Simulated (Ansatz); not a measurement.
L1₂ (Cu3Au-type) Ni3Si, treated with PBE-D4 (PAW; Ansatz, a quantum-chemistry and plane-wave program).

Run with plane-wave cutoff 520 eV, 16×16×16 k mesh, Fermi–Dirac smearing 0.05 eV, no spin polarisation, scalar-relativistic PAW data made under PBE.

Pressure at four volumes; x = ln(V/10.445 Å³). One pressure is withheld.

```csv
V (Å³/atom),x,P (GPa)
9.818,-0.0619,?
10.027,-0.0408,10.53
10.445,0.0000,-0.01
11.072,0.0583,-11.89
```

**Question.** Pass a parabola P(x) through the three rows shown, estimate the bulk modulus and its pressure derivative near zero pressure, and predict the withheld pressure.

**Answer.** Slopes between the rows: (-0.01 − (10.53))/(0.0000 − (-0.0408)) = -258.33 and (-11.89 − (-0.01))/(0.0583 − (0.0000)) = -203.77 GPa. Their difference over the span 0.0991 is c = 54.56/0.0991 = 550.6 GPa, so P(x) = 10.53 + (-258.33)(x − (-0.0408)) + 550.6 (x − (-0.0408))(x − (0.0000)). At the middle row B = −dP/dx = −[-258.33 + 550.6 × 0.0408] = 235.9 GPa, and B′ = dB/dP = 2c/B = 4.7. At x = -0.0619 the parabola gives 16.70 GPa; the run gives 16.78 GPa. The Birch–Murnaghan fit to the energies at all volumes has B0 = 234 GPa and B′ = 4.8.
